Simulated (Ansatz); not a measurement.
Reference: Li₃Sn (Fm-3m), PBEsol, DFPT electron-phonon coupling, linearised Boltzmann equation (plane waves, PAW, scalar-relativistic; Ansatz, a program for electronic structure); geometry: relaxed with this functional, without spin-orbit coupling.

```xyz
4
Lattice="0.0000 3.2542 3.2542 3.2542 0.0000 3.2542 3.2542 3.2542 0.0000" Properties=species:S:1:pos:R:3 pbc="T T T"
Li     1.6271     1.6271     1.6271
Li     4.8812     4.8812     4.8812
Li     3.2542     3.2542     3.2542
Sn     0.0000     0.0000     0.0000
```

| Item | Value |
|---|---|
| resistivity at 300 K | 13.9 μΩ·cm |
| mean free path at 300 K | 9.6 nm |
| electron-phonon coupling λ | 0.42 |
| logarithmic mean phonon energy | 14.8 meV |

Problem. Swap Sn for Ge, keeping the structure type. How do these values move?

Solution. Li3Ge (Fm-3m): volume per atom 17.2 to 14.6 Å³; resistivity at 300 K stays about the same (13.9 μΩ·cm to 13.9 μΩ·cm); mean free path at 300 K stays about the same (9.6 nm to 8.7 nm); electron-phonon coupling λ stays about the same (0.42 to 0.45); logarithmic mean phonon energy rises (14.8 meV to 17.9 meV).

Problem. Swap Sn for Cd, keeping the structure type. How do these values move?

Solution. Li3Cd (Fm-3m): volume per atom 17.2 to 17.7 Å³; resistivity at 300 K rises (13.9 μΩ·cm to 16.3 μΩ·cm); mean free path at 300 K falls (9.6 nm to 6.3 nm); electron-phonon coupling λ rises (0.42 to 0.62); logarithmic mean phonon energy falls (14.8 meV to 9.4 meV).

Problem. Swap Sn for Pt, keeping the structure type. How do these values move?

Solution. Li₃Pt (Fm-3m): volume per atom 17.2 to 13.5 Å³; resistivity at 300 K stays about the same (13.9 μΩ·cm to 13.0 μΩ·cm); mean free path at 300 K stays about the same (9.6 nm to 10.0 nm); electron-phonon coupling λ falls (0.42 to 0.37); logarithmic mean phonon energy falls (14.8 meV to 10.2 meV).

Moves up to 11 % count as about the same. Metals; harmonic phonons alone scatter; means over directions. The mean free path is weighted by the current that each state carries. Halving the electron mesh moves these values by up to 7 %; q meshes are mostly untested. Some of the runs warned that the eigensolver left states short of its tolerance. Spin-orbit coupling is left out.

Computed structure with no diffraction record at hand here (it may be known, metastable or hypothetical): Li3Cd (Fm-3m), Li3Ge (Fm-3m), Li3Pt (Fm-3m), Li3Sn (Fm-3m). The missing spin-orbit coupling matters most for Li3Pt (Fm-3m).
